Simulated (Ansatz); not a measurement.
BaCeO₃ (R-3c, No. 167, 10 atoms in the cell; start mp-4900; a measured phase of this formula has another space group) was calculated with LDA (Ansatz, a quantum-chemistry and plane-wave program, plane waves, PAW).

Numerical settings: plane-wave cutoff 520 eV, 8×8×8 k mesh, Fermi–Dirac smearing 0.01 eV, no spin polarisation, scalar-relativistic PAW data made under PBE.

Cell (relaxed at this level):

BaCeO$_{3}$ is modelled in the trigonal space group R-3c, hexagonal axes (No. 167), Pearson symbol hR10. Conventional cell: a = 6.186 Å, b = 6.186 Å, c = 14.792 Å, α = 90.00°, β = 90.00°, γ = 120.00°. Ba on 6a is coordinated by 3 O at 2.621 Å and 6 O at 3.081 Å and 3 O at 3.565 Å. Ce on 6b has 6 O at 2.221 Å (octahedral). O on 18e sees 2 Ce at 2.221 Å and 1 Ba at 2.621 Å and 2 Ba at 3.081 Å and 1 Ba at 3.565 Å. (Neighbours: up to the widest gap in distance over summed covalent radii, below 1.35, at either atom; cation-cation and far metal-metal contacts left out.)
(The calculation used a cell of 10 atoms; values per cell refer to that cell.)

Problem. Estimate the band gap that the calculation returns.

Solution. 
band gap: 2.25 eV (on the SCF k mesh)

Note: the relaxation could not lower the start's symmetry, so the cell can be a saddle point above a distorted one; the 4f shell is treated without U or exact exchange, so its levels and filling can be wrong.

Spin–orbit coupling is not included.

The computed numbers hold no vibrational or temperature effects.

Cost on a shared machine: about 4 core-minutes (a rough figure).

A start named mp-… is a Materials Project structure, which need not be a measured phase.
